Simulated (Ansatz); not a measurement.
The parent structure is TaC in the rock salt structure (space group Fm-3m, No. 225; a = 4.440 Å).

The values are results of PBEsol, PAW, 420 eV (Ansatz, a quantum-chemistry and plane-wave program; spin-orbit coupling left out), not measurements.

Base values:

```
Property               Value
-------------------  -------
Lattice parameter a  4.440 Å
```

Now apply this change: a negative pressure, −2 GPa.

Question: How does this affect the lattice parameter a?

Answer: The lattice parameter a rises by 0.009 Å to 4.449 Å.

Load acts through the strain it causes; cell and atoms are relaxed under it. No phonon test of stability was made. All final runs are without spin polarisation. An odd electron count without spin: TaC.
